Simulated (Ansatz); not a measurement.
```
CELL_PARAMETERS angstrom
      0.00000     2.03901     2.11625
      2.11625     0.00000     2.11625
      2.11625     2.03901     0.00000
ATOMIC_POSITIONS crystal
  N  0.00000 0.00000 0.00000
  Ti 0.50000 0.50000 0.50000
```

No spin polarisation.

Method: Kohn–Sham DFT with the r2SCAN functional, run in Ansatz (an electronic-structure program) with PAW and 500 eV plane waves, no spin-orbit coupling. k-mesh 19×19×19 (Γ-centred); smearing 0.05 eV (Fermi–Dirac).

Q: Predict the band gap, pressure and space group.

A: The band gap is zero, the pressure (mean of the normal stresses, compression positive) is 12.9 GPa and the space group comes out as I4/mmm (No. 139).

The cells carry an imposed strain or load. Whether these cells are dynamically stable was not tested. The final runs are not spin-polarised. The cell was made from TiN in the rock salt structure (space group Fm-3m, No. 225) by this change: uniaxial strain ε_yy = −3.65 %.
